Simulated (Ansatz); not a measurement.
Ti, response to strain

The parent structure is Ti in the hcp (Mg type) structure (space group P6_3/mmc, No. 194; relaxed with 0.1 eV smearing).

```yaml
crystal:
  lattice:
    - [2.90164, 0.00000, 0.00000]
    - [-1.45082, 2.51289, 0.00000]
    - [0.00000, 0.00000, 4.59296]
  atoms:
    - { symbol: Ti, position: [0.66667, 0.33333, 0.75000] }
    - { symbol: Ti, position: [0.33333, 0.66667, 0.25000] }
```

Cartesian axes are those of the cell as printed.

Strains are applied to the cell and any free atomic positions relax; under biaxial strain the out-of-plane vector relaxes too.

Computed with PBEsol (Ansatz, a quantum-chemistry and plane-wave program), scalar-relativistic without spin-orbit coupling.

```json
[
 {"biaxial strain, plane normal [001], relaxed out of plane (%)": "-3", "out-of-plane strain (%)": "2.71"},
 {"biaxial strain, plane normal [001], relaxed out of plane (%)": "-2.5", "out-of-plane strain (%)": "?"},
 {"biaxial strain, plane normal [001], relaxed out of plane (%)": "-2", "out-of-plane strain (%)": "1.75"},
 {"biaxial strain, plane normal [001], relaxed out of plane (%)": "-1.5", "out-of-plane strain (%)": "1.30"},
 {"biaxial strain, plane normal [001], relaxed out of plane (%)": "-1", "out-of-plane strain (%)": "0.85"},
 {"biaxial strain, plane normal [001], relaxed out of plane (%)": "-0.5", "out-of-plane strain (%)": "0.42"},
 {"biaxial strain, plane normal [001], relaxed out of plane (%)": "0", "out-of-plane strain (%)": "0.00"}
]
```

Task: Fit ε⊥ = −νε + γε² (strains in %) to the rows shown and predict the withheld row.

Result: Least squares on the printed values gives ν = 0.83 (the biaxial Poisson response) and γ = 0.026 (largest residual 0.00 %); this predicts 2.23 %, and the run gives 2.22 %, in agreement.

No phonon test of stability was made. All final runs are without spin polarisation.
